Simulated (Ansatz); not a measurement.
Start from GaN in the zinc blende structure (space group F-43m, No. 216; a = 4.4982 Å).

All numbers come from r2SCAN in Ansatz (plane waves to 500 eV, PAW, scalar-relativistic without spin-orbit coupling), earlier PAW set.

For the base:

Electron mass: 0.17 mₑ (at Γ)
Band gap: 2.17 eV
Shortest interatomic distance: 3.681 bohr
Gap character: direct at Γ

Perturbation: full substitution N → Sb, then cell and atoms are relaxed.

Task: What does the calculation give for the electron mass, band gap, shortest interatomic distance and gap character after the change?

Result: The electron mass changes from 0.17 mₑ (at Γ) to 0.023 mₑ (at Γ); the band gap shrinks by 1.754 eV, from 2.17 eV to 0.41 eV; the shortest interatomic distance grows by 1.338 bohr, from 3.681 bohr to 5.019 bohr; the gap character is still direct at Γ.

Spin-orbit coupling, missing from the scalar runs, can matter with Sb. Masses are band curvatures over ±0.01 Å⁻¹ around the edge. Stability against distortions was not tested. This is not the structure that GaN has at room temperature and ambient pressure.

Ansatz is a first-principles code.
